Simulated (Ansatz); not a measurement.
The reference is MgB2 (space group P6/mmm, No. 191; a = 3.063 Å, c = 3.500 Å).

Calculations: PBEsol, PAW, 420 eV (Ansatz, an electronic-structure program; scalar-relativistic without spin-orbit coupling).

One change was made to it. Results:

```csv
quantity,base,after
shortest interatomic distance,1.769 Å,1.729 Å
c/a ratio,1.143,1.120
```

**Question.** Name the change that was made.
(A) pressure 4.5 GPa
(B) pressure 15 GPa
(C) pressure 30 GPa

**Answer.** B, pressure 15 GPa. For comparison, the shortest interatomic distance in the other runs: pressure 4.5 GPa gives 1.755 Å; pressure 30 GPa gives 1.700 Å.

Load acts through the strain it causes; cell and atoms are relaxed under it. Whether these cells are dynamically stable was not tested. No other phases were tried under pressure. All final runs are without spin polarisation.
